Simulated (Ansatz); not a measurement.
Consider CuI in the zinc blende structure (space group F-43m, No. 216).

```
CELL_PARAMETERS angstrom
      0.00000     3.01151     3.01151
      3.01151     0.00000     3.01151
      3.01151     3.01151     0.00000
ATOMIC_POSITIONS crystal
  I  0.75000 0.75000 0.75000
  Cu 0.00000 0.00000 0.00000
```

Cartesian axes are those of the cell as printed.

Method: DFT with r2SCAN, PAW potentials and a 500 eV plane-wave cutoff in Ansatz (an electronic-structure program), no spin-orbit coupling.

Now apply this change: a free-standing slab of 4 layers (8 atoms, 2 a layer) is cut normal to [110], with 15 Å of vacuum and the in-plane cell held at bulk.

### Question
What does the calculation give for the excess energy per area of both faces after the change?

### Answer
The excess energy per area of both faces (slab less bulk energy over the cell's area: twice a surface energy) is 0.28 J/m².

### Question
What happens to the change of the spacing d12 from its bulk value of 2.129 Å?

### Answer
The change of the spacing d12 from its bulk value of 2.129 Å comes out as -14.1 %.

### Question
How does this affect the gap character?

### Answer
The gap character amounts to direct at Γ.

Slab and bulk use different k-meshes, which limits the precision of the excess energy. With I present, leaving out spin-orbit coupling can change the band edges. Whether these cells are dynamically stable was not tested. All final runs are without spin polarisation. Labels are those of the standard path for the cell's own space group.
